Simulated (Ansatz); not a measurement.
NbH (Cmme): band-structure transport figures

Here is the system:

```
CELL_PARAMETERS angstrom
      1.79066    -2.37639     0.00000
      1.79066     2.37639     0.00000
      0.00000     0.00000     4.78656
ATOMIC_POSITIONS crystal
  Nb 0.75000 0.25000 0.26776
  Nb 0.25000 0.75000 0.73224
  H  0.25000 0.25000 0.00000
  H  0.75000 0.75000 0.00000
```

Computed with PBEsol, rigid bands (plane waves, PAW, scalar-relativistic; Ansatz, a quantum-chemistry and plane-wave program). Geometry: cell and atoms relaxed with PBEsol.

- density of states at the Fermi level = 0.944 states/(eV·cell), both spins
- bare Sommerfeld coefficient = 0.56 mJ/(mol of atoms·K²)
- Drude plasma energy = 4.5 (x), 5.7 (y), 5.6 (z) eV
- root-mean-square Fermi velocity = 6.8e5 m/s
- resistivity times τ = 24 (x), 15.0 (y), 15.6 (z) ×10⁻²² Ω·m·s

A metal at this level (no band gap); rigid bands, thermally averaged at 300 K, both spins. Spin-orbit coupling is left out. τ is one relaxation time for all states.

Computed structure, not matched to a measured one here, so possibly hypothetical: NbH (Cmme).
